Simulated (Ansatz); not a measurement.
**Thickness series in MgSe**

The parent structure is MgSe in the rock salt structure (space group Fm-3m, No. 225).

```xyz
2
Lattice="0.0000 2.7361 2.7361 2.7361 0.0000 2.7361 2.7361 2.7361 0.0000" Properties=species:S:1:pos:R:3 pbc="T T T"
Se     0.0000     0.0000     0.0000
Mg     2.7361     2.7361     2.7361
```

Cartesian axes are those of the cell as printed.

Free-standing slabs (2 atom(s) a layer) normal to the z axis with 15 Å of vacuum; in-plane cell held at bulk.

Computed with r2SCAN (Ansatz, a quantum-chemistry and plane-wave program), no spin-orbit coupling.

Notes on the quantities. excess energy per area of both faces: slab less bulk energy over the cell's area: twice a surface energy; layer's space group: with vacuum.

| case | band gap | gap character | excess energy per area of both faces | layer's space group | smallest direct gap |
|---|---|---|---|---|---|
| base | 2.48 eV | – | – | – | 3.44 eV |
| 1 layer | 1.97 eV | direct at M | – | P4/mmm (No. 123) | – |
| 2 layers | 3.10 eV | indirect, k = (0, 1/3, 0) in the run's primitive reciprocal basis → M | 0.69 J/m² | P4/nmm (No. 129) | 3.29 eV |
| 3 layers | 2.53 eV | indirect, Γ–X (50 % along) → M | 0.83 J/m² | P4/mmm (No. 123) | 3.05 eV |
| 4 layers | 2.70 eV | indirect, Γ–X (29 % along) → M | 0.78 J/m² | P4/nmm (No. 129) | 3.04 eV |
| 5 layers | 2.49 eV | indirect, Γ → M | 0.80 J/m² | P4/mmm (No. 123) | 2.87 eV |
| 6 layers | 2.55 eV | indirect, Γ → M | 0.79 J/m² | P4/nmm (No. 129) | 2.79 eV |
| 7 layers | 2.45 eV | indirect, Γ → M | 0.79 J/m² | P4/mmm (No. 123) | 2.72 eV |

Slab and bulk use different k-meshes, which limits the precision of the excess energy. Stability against distortions was not tested. k-point labels follow each cell's own Brillouin zone.
